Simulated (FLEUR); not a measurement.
# A short convergence ladder for FeAl (P4mm, 2 atoms in the cell)

```yaml
crystal:
  lattice:
    - [2.91873, 0.00000, 0.00000]
    - [0.00000, 2.91873, 0.00000]
    - [0.00000, 0.00000, 2.91873]
  atoms:
    - { symbol: Al, position: [0.50000, 0.50000, 0.51713] }
    - { symbol: Fe, position: [0.00000, 0.00000, 0.00000] }
```

Base method: LDA (Perdew-Zunger), all-electron FLAPW (FLEUR), scalar-relativistic valence in FLEUR.

Base settings: Kmax = 4.7 1/bohr; GmaxXC = 16.4 1/bohr; xcFunctional = pz; jspins = 1; l_soc = F; mode = hist; fermiSmearingEnergy = 0.00367493 Htr; mesh (inpgen div1-3) = 4 4 4; inpgen gamma flag = true; Gmax = 16.4 1/bohr.

**The density cutoff**

Moved along: GmaxXC.

The mesh stays at the base's, so the ladder's end is converged at best in this setting alone.

Only quantities that move along the ladder and can be compared are tabulated.

| Gmax | free energy less the last step's (meV/atom) |
|---|---|
| 9.4 1/bohr | -1.29 |
| 10.5 1/bohr | -0.02 |
| 11.5 1/bohr | 0.12 |
| 13.3 1/bohr | -0.09 |
| 14.9 1/bohr | -0.01 |
| 16.3 1/bohr | -0.02 |
| 16.4 1/bohr | -0.02 |
| 18.8 1/bohr | 0.00 |

Coarsest Gmax that holds the free energy within 1 meV/atom of the last step, with all finer ones: 10.5 1/bohr; the step before is off by 1.3 meV/atom.

On the base run: the starting cell has typed, rounded lattice constants, without a prior relaxation at this level. Its lattice was rescaled by up to half a per cent. One atom was moved a little off its site on purpose. Spin polarisation is off. Values depend on the basis (sphere radii, cutoffs, local orbitals), which need not be converged.
